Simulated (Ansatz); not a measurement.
Consider the following.

```xyz
5
Lattice="5.7702 0.0577 0.0000 0.0577 5.7702 0.0000 0.0000 0.0000 5.7702" Properties=species:S:1:pos:R:3 pbc="T T T"
Cs     0.0000     0.0000     0.0000
Pb     2.9140     2.9140     2.8851
Br     2.8851     0.0289     2.8851
Br     0.0289     2.8851     2.8851
Br     2.9140     2.9140     0.0000
```

No spin polarisation.

All numbers come from Ansatz (a first-principles code) LDA, no spin-orbit coupling. Settings: 6×6×6 k-points, 0.05 eV Fermi–Dirac smearing.

Predict the space group.

Cmmm (No. 65).

What pressure (mean of the normal stresses, compression positive) does the calculation give?

0.00 GPa.

What band gap does the calculation give?

1.13 eV.

Predict the hole mass.

0.11 mₑ (at R).

With Pb present, leaving out spin-orbit coupling can change the band edges. The cells carry an imposed strain or load. Masses are band curvatures over ±0.01 Å⁻¹ around the edge. Stability against distortions was not tested. The cell was made from CsPbBr3 in the cubic perovskite structure (space group Pm-3m, No. 221) by this change: tensor shear ε_xy = +1.00 %. Many cubic perovskites are stable only at high temperature; tilts and polar distortions were not tested. This is not the structure that CsPbBr3 has at room temperature and ambient pressure.
